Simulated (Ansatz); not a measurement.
Volume per atom of CdS (model structure, started from the beta GaS type, P6₃/mmc, No. 194, 8 atoms in the cell) at several levels of theory

No measured value is used here.

```csv
level (code),value (Å³/atom)
PBE (Ansatz),[?]
PBEsol (Ansatz),29.19
PBE-D3(BJ) (Ansatz),27.22
```

Question: Some entries are withheld; supply them.

Answer: 
- PBE (Ansatz, a first-principles code), value (Å³/atom): 32.71

Ansatz's density-functional and Hartree–Fock values are scalar-relativistic unless marked +SOC, with PAW data made under PBE.

A model structure was made by putting elements into a prototype or built by hand; it is no filed structure, need not be a known phase, and can be a saddle point held by its symmetry.
